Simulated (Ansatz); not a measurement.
# How far PBE-D3(BJ) and PBEsol-D3(BJ) part for WS2, pressure 0.9 GPa

Base system: WS2 in the 2H-MoS2 type structure (space group P6_3/mmc, No. 194; a = 3.1543 Å, c = 12.1409 Å; layered, stacked along the Cartesian z axis).

(Cell as relaxed with PBE-D3(BJ).)

Levels (all Ansatz, a quantum-chemistry and plane-wave program, PAW, earlier PAW set): PBE-D3(BJ) (420 eV, without spin-orbit coupling); PBEsol-D3(BJ) (420 eV, spin-orbit coupling left out).

Each level relaxes its own structure.

| base | PBE-D3(BJ) | PBEsol-D3(BJ) |
|---|---|---|
| volume per atom | 17.44 Å³ | 16.49 Å³ |
| lattice parameter a | 3.154 Å | 3.115 Å |
| band gap | 0.88 eV | 0.66 eV |

It is then changed as follows: cell and atoms relaxed at a pressure of 0.9 GPa.

```json
[
 {"quantity": "smallest direct gap", "PBE-D3(BJ)": "1.85 eV", "PBEsol-D3(BJ)": "(withheld)"},
 {"quantity": "band gap", "PBE-D3(BJ)": "0.82 eV", "PBEsol-D3(BJ)": "(withheld)"},
 {"quantity": "valence-band top at Γ (three highest levels, from the VBM)", "PBE-D3(BJ)": "0.00, -1.36, -1.37 eV", "PBEsol-D3(BJ)": "(withheld)"},
 {"quantity": "lattice parameter a", "PBE-D3(BJ)": "3.147 Å", "PBEsol-D3(BJ)": "(withheld)"}
]
```

What does PBEsol-D3(BJ) give?


- smallest direct gap, PBEsol-D3(BJ): 1.94 eV
- band gap, PBEsol-D3(BJ): 0.60 eV
- valence-band top at Γ (three highest levels, from the VBM), PBEsol-D3(BJ): 0.00, -1.22, -1.66 eV
- lattice parameter a, PBEsol-D3(BJ): 3.108 Å

PBE-D3(BJ)'s smallest direct gap lies 0.09 eV below PBEsol-D3(BJ)'s; PBE-D3(BJ)'s band gap lies 0.22 eV above PBEsol-D3(BJ)'s; PBE-D3(BJ)'s lattice parameter a lies 0.039 Å above PBEsol-D3(BJ)'s (1.2 %). Neither level is exact; PBEsol-D3(BJ) is the comparison here, not a measurement.

Spin-orbit coupling, missing from the scalar runs, can matter with W. Load acts through the strain it causes; cell and atoms are relaxed under it. Stability against distortions was not tested.
